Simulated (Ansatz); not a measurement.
# InSb, response to strain

Consider InSb in the zinc blende structure (space group F-43m, No. 216; a = 6.450 Å). Axes: x, y, z lie along the cube axes.

Strains are applied to the cell and any free atomic positions relax; under biaxial strain the out-of-plane vector relaxes too.

Computed with DFT with LDA, PAW potentials and a 420 eV plane-wave cutoff in Ansatz (an electronic-structure program), no spin-orbit coupling.

Notes on the quantities. energy relative to the base: free energy F; pressure: mean of the normal stresses, compression positive.

| change | energy relative to the base | pressure | volume per atom |
|---|---|---|---|
| base | 0 meV/atom | 0.0 GPa | 33.54 Å³ |
| biaxial strain −2.50 %, plane normal [111], relaxed out of plane | +13 meV/atom | 1.7 GPa | 32.40 Å³ |
| biaxial strain −1.67 %, plane normal [111], relaxed out of plane | +5.8 meV/atom | 1.1 GPa | 32.77 Å³ |
| biaxial strain −1.25 %, plane normal [111], relaxed out of plane | +3.2 meV/atom | 0.8 GPa | 32.97 Å³ |
| biaxial strain −0.83 %, plane normal [111], relaxed out of plane | +1.4 meV/atom | 0.5 GPa | 33.16 Å³ |
| biaxial strain +0.42 %, plane normal [111], relaxed out of plane | +0.4 meV/atom | -0.3 GPa | 33.73 Å³ |
| biaxial strain +0.83 %, plane normal [111], relaxed out of plane | +1.4 meV/atom | -0.5 GPa | 33.92 Å³ |
| biaxial strain +1.25 %, plane normal [111], relaxed out of plane | +3.1 meV/atom | -0.8 GPa | 34.12 Å³ |
| biaxial strain +2.08 %, plane normal [111], relaxed out of plane | +8.3 meV/atom | -1.2 GPa | 34.49 Å³ |
| biaxial strain +2.50 %, plane normal [111], relaxed out of plane | +12 meV/atom | -1.4 GPa | 34.69 Å³ |

Stability against distortions was not tested. All final runs are without spin polarisation.
